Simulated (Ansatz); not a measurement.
# A constructed model of the (0001) surface of hcp Ru, p(2x2) surface alloy, In on one Ru site of the top plane (bottom of the slab: a bare face, its two planes held)

Level of theory: PBE (plane waves to 420 eV, PAW; Ansatz, a program for electronic structure).

Slab: 24 atoms, 10.7 Å thick at the start; k 8x8x1, smearing 0.1 eV, dipole-corrected; 8 atoms held, the rest relaxed; symmetry of the start imposed; no spin, no spin-orbit, no U. It is one candidate, not shown to be the stable structure of the face.

```yaml
work_function_of_the_top_face: 4.55 eV
energy_released_by_relaxation: 0.85 eV
cost: around 7 core-minutes (rough)
```
